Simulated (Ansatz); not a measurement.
Consider interstitial Al in 2H silicon carbide, charge state +3. The step: one Al atom jumps by itself; the atom moves 2.57 Å along (0.83, 0.83, 0.00) of the unit cell; the moving atom starts with neighbours C at 1.89, 2 C at 2.08, 2 C at 2.29; 2 Si at 2.36, Si at 2.40, 2 Si at 2.45 Å and ends with C at 1.89, 2 C at 2.08, 2 C at 2.29; 2 Si at 2.36, Si at 2.40, 2 Si at 2.45 Å. A PBE band in Ansatz (plane-wave PAW, the Γ point alone, 72 host sites, 71 SCF runs with any check of the saddle's order, static, no finite-size correction) gives a forward barrier of 1.59 eV. The program found a first-order saddle point. The host's phase is taken as given; its stability against other phases was not computed. The charge state is imposed; whether it is stable for some Fermi level was not computed. Sites that were not tried may lie lower. The start lies 0.55 eV above the lowest site run (PBE).

Single points at the band's start and saddle point can refine it. Rough cost of one point, in units of the band's mean SCF on the same machine:

```tsv
Level	Cost of one point
PBE, a 2×2×2 k-point mesh shifted by half a step along c	about 6
r2SCAN at 500 eV, the Γ point alone	about 4
HSE06, Γ point alone	about 10
```

Q: Which of these move the barrier by more than 0.1 eV, and how far does each move it?

A: Not one does. PBE, a 2×2×2 k-point mesh shifted by half a step along c: +0.03 eV; r2SCAN at 500 eV, the Γ point alone: +0.04 eV; HSE06, Γ point alone: +0.03 eV. Each functional is compared with PBE at the same k-points.

Ansatz is a first-principles code.
